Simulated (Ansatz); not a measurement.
# In2S3, response to strain

Take In2S3 in the corundum structure (space group R-3c, No. 167; a cell from a computed database, its experimental status unchecked) as the base.

```yaml
crystal:
  lattice:
    - [3.28678, 1.89762, 5.86932]
    - [-3.28678, 1.89762, 5.86932]
    - [0.00000, -3.79524, 5.86932]
  atoms:
    - { symbol: In, position: [0.35534, 0.35534, 0.35534] }
    - { symbol: In, position: [0.64466, 0.64466, 0.64466] }
    - { symbol: In, position: [0.14466, 0.14466, 0.14466] }
    - { symbol: In, position: [0.85534, 0.85534, 0.85534] }
    - { symbol: S, position: [0.54719, 0.25000, 0.95281] }
    - { symbol: S, position: [0.45281, 0.75000, 0.04719] }
    - { symbol: S, position: [0.95281, 0.54719, 0.25000] }
    - { symbol: S, position: [0.04719, 0.45281, 0.75000] }
    - { symbol: S, position: [0.25000, 0.95281, 0.54719] }
    - { symbol: S, position: [0.75000, 0.04719, 0.45281] }
```

Cartesian axes are those of the cell as printed.

Strains are applied to the cell and any free atomic positions relax; under biaxial strain the out-of-plane vector relaxes too.

Method: DFT with PBEsol, PAW potentials and a 420 eV plane-wave cutoff in Ansatz (a quantum-chemistry and plane-wave program), no spin-orbit coupling.

Before the change:

```
Item       Result
--------  -------
Band gap  0.45 eV
```

Q: The aim is a band gap between 0.50 eV and 0.56 eV. Which of these changes reaches it?
(A) biaxial strain +0.44 %, plane normal [001], relaxed out of plane
(B) isotropic strain +0.62 %
(C) isotropic strain +5.27 %
(D) biaxial strain −4.73 %, plane normal [001], relaxed out of plane

A: D, biaxial strain −4.73 %, plane normal [001], relaxed out of plane. It gives 0.54 eV; isotropic strain +5.27 % gives zero; biaxial strain +0.44 %, plane normal [001], relaxed out of plane gives 0.41 eV; isotropic strain +0.62 % gives 0.32 eV. Changes not listed may reach it too

The mesh was chosen for an insulator and is coarse for the gapless case. No phonon test of stability was made. All final runs are without spin polarisation. A zero or small gap of In2S3 under isotropic strain +5.27 % can be the functional's error rather than a property of the material.
